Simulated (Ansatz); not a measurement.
Defect migration in bcc Mo: interstitial P, neutral cell. All values below come from PBE, PAW (plane waves to 420 eV; Ansatz, a quantum-chemistry and plane-wave program).

Settings: 36 host sites, the relaxed PBE lattice, a 2×2×3 k-point mesh shifted by half a step, smearing 0.10 eV, spin-restricted, no image-charge correction. No zero-point or tunnelling terms. Sites that were not tried may lie lower.

Barriers: single points on a 3×3×5 k-point mesh shifted by half a step at the bands' geometries.

The step: several atoms move together, P the farthest. Atoms about the jump, Cartesian Å from the middle of the jump, before and after:

```csv
atom,x0,y0,z0,x1,y1,z1
P1,-0.78,0.78,0.00,0.78,-0.78,0.00
Mo2,-0.78,-1.40,0.00,-1.40,-0.78,0.00
Mo3,0.86,0.78,-1.64,0.78,0.86,-1.64
Mo4,0.86,0.78,1.64,0.78,0.86,1.64
Mo5,2.40,-0.82,0.00,2.96,-0.78,0.00
Mo6,-0.78,2.96,0.00,-0.82,2.40,0.00
Mo7,0.89,-2.42,-1.65,0.78,-2.42,-1.64
Mo8,0.89,-2.42,1.65,0.78,-2.42,1.64
Mo9,-2.42,0.78,-1.64,-2.42,0.89,-1.65
Mo10,-2.42,0.78,1.64,-2.42,0.89,1.65
```

Give the saddle-point geometry and the barrier.


```json
[
 {"atom": "P1", "x": "0.12", "y": "0.04", "z": "0.00"},
 {"atom": "Mo2", "x": "-1.45", "y": "-1.43", "z": "0.01"},
 {"atom": "Mo3", "x": "0.98", "y": "0.96", "z": "-1.84"},
 {"atom": "Mo4", "x": "0.97", "y": "0.96", "z": "1.85"},
 {"atom": "Mo5", "x": "2.47", "y": "-0.73", "z": "0.00"},
 {"atom": "Mo6", "x": "-0.70", "y": "2.42", "z": "0.00"},
 {"atom": "Mo7", "x": "0.78", "y": "-2.30", "z": "-1.57"},
 {"atom": "Mo8", "x": "0.78", "y": "-2.30", "z": "1.58"},
 {"atom": "Mo9", "x": "-2.29", "y": "0.77", "z": "-1.58"},
 {"atom": "Mo10", "x": "-2.29", "y": "0.77", "z": "1.59"}
]
```
It lies 0.82 eV above the start and 0.82 eV above the end. The saddle point's order was not checked, and it lies on a symmetry element of the cell, where a band can be held.
